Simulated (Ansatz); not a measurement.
Functionals compared on a constructed model of the (111) surface of fcc Ir, a pseudomorphic layer of Ru in the host's stacking (bottom of the slab: a bare face, its two planes held), in Ansatz (plane waves, PAW). The structure was relaxed with PBE; the other rows are single points on it. Cutoff 420 eV (500 eV for r2SCAN).

Slab: 7 atoms, 13.7 Å thick at the start with caps and adatoms (thin: gaps and levels are the slab's own); k 16x16x1, smearing 0.1 eV, dipole-corrected; 2 atoms held, the rest relaxed; start symmetry kept, larger cells not searched; no spin, no spin-orbit, no U. In PBE it is, or lies within 0.01 eV a 1x1 cell of, the lowest of the 2 structures of its composition computed so far; subsurface sites and larger cells were not tried. These notes are the PBE run's.

```json
[
 {"functional": "PBE", "work function of the top face (eV)": "5.10", "rough cost of the single point": "–"},
 {"functional": "RPBE", "work function of the top face (eV)": "4.93", "rough cost of the single point": "about 16 core-seconds (a rough figure)"},
 {"functional": "r2SCAN", "work function of the top face (eV)": "___", "rough cost of the single point": "about 40 core-seconds (a rough figure)"}
]
```

Q: What belongs in the gaps?

A: 
- r2SCAN, work function of the top face (eV): 5.12

Ansatz is a first-principles code.
